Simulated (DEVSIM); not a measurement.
System: Si n-p junction from an implanted or diffused profile, at 300 K.

```tsv
layer (left to right)	material	thickness (μm)	Na (cm⁻³)	τn (s)	τp (s)
1	Si	82.0	2.7e16	9.8e-7	9.8e-7
```

Added donor profile: 2.9e18 cm⁻³ × exp(−(x − 0 μm)²/(2·(0.079 μm)²)). Left contact: ohmic. Right contact: ohmic. Voltage is applied to the left contact. Recombination: SRH at mid-gap, radiative. Mobility is constant in doping. Where it depends on doping, it is μmin + (μ − μmin)/(1 + (N/Nref)^α).

Constants are typed, rounded textbook-type inputs, not results; the design itself was drawn at random and stands for no fabricated device. Values at 300 K; Nc and Nv go as T^1.5, mobilities as T to minus their exponent, the gap by Varshni's rule with the affinity fixed. The table also holds parameters that only a changed run uses.

| parameter | Si |
|---|---|
| gap (eV) | 1.124 |
| affinity (eV) | 4.05 |
| permittivity | 11.7 |
| Nc (cm⁻³) | 2.86e19 |
| Nv (cm⁻³) | 3.1e19 |
| μn (cm²/Vs) | 1417 |
| μp (cm²/Vs) | 470 |
| μn,min | 52 |
| μp,min | 45 |
| Nref,n | 9.7e16 |
| Nref,p | 2.2e17 |
| αn | 0.68 |
| αp | 0.72 |
| T exponent of μn | 2.3 |
| T exponent of μp | 2.2 |
| B (cm³/s) | 4.7e-15 |
| Cn (cm⁶/s) | 2.8e-31 |
| Cp (cm⁶/s) | 9.9e-32 |
| Varshni α (eV/K) | 0.000473 |
| Varshni β (K) | 636 |

DEVSIM, 1D drift-diffusion, Boltzmann statistics, complete ionisation; no tunnelling, impact ionisation, image-force lowering or self-heating.

Base results: potential step across the device at zero bias (V) 0.882; dark forward voltage at 1 A/cm² (V) 0.651.

Problem. What follows from this one change: temperature 300 → 350 K?

Solution. potential step across the device at zero bias 0.882 → 0.815 V; dark forward voltage at 1 A/cm² 0.651 → 0.551 V.

Problem. What follows from this one change: thickness of layer 1 82 → 410 μm?

Solution. potential step across the device at zero bias little changed (0.882 V); dark forward voltage at 1 A/cm² 0.651 → 0.671 V.

Problem. What follows from this one change: peak of the profile 2.9e+18 → 5.8e+18 cm^-3?

Solution. potential step across the device at zero bias 0.882 → 0.900 V; dark forward voltage at 1 A/cm² 0.651 → 0.661 V.

Problem. What follows from this one change: doping-dependent mobility in place of the constant one?

Solution. potential step across the device at zero bias little changed (0.882 V); dark forward voltage at 1 A/cm² 0.651 → 0.672 V.
